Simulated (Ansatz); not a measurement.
## WSi₂ (model structure, started from the fluorite type, Fm-3m, No. 225, 3 atoms in the cell)

Level of theory: LDA in Ansatz (PAW).

Numerical settings: plane-wave cutoff 520 eV, 16×16×16 k mesh, Fermi–Dirac smearing 0.05 eV, no spin polarisation, scalar-relativistic PAW data made under PBE.

Cell (relaxed at this level):

WSi₂ is modelled in the cubic space group Fm-3m (No. 225), Pearson symbol cF12. Cell: a = b = c = 5.7974 Å, α = β = γ = 90.00°. W on 4a is surrounded by 8 Si at 2.510 Å (cubic). Si on 8c is coordinated by 4 W at 2.510 Å (tetrahedral). (Neighbours: up to the widest gap in distance over summed covalent radii, below 1.35, at either atom; cation-cation and far metal-metal contacts left out.)
(The calculation used a cell of 3 atoms; values per cell refer to that cell.)

For WSi₂ (model structure, started from the fluorite type, Fm-3m, No. 225, 3 atoms in the cell), the band gap is zero (no gap) and the bulk modulus B0 is 151 GPa.

Note: the bulk modulus is −V dP/dV from two relaxed cells at ±2 % in volume; the relaxation could raise the start's symmetry but not lower it, so the cell can be a saddle point.

Spin–orbit coupling is not included; it can open a gap where bands touch, and shift volumes and moduli.

The computed numbers hold no vibrational or temperature effects.

A model structure was made by putting elements into a prototype or built by hand; it is no filed structure, need not be a known phase, and can be a saddle point held by its symmetry.

Ansatz is a program for electronic structure.
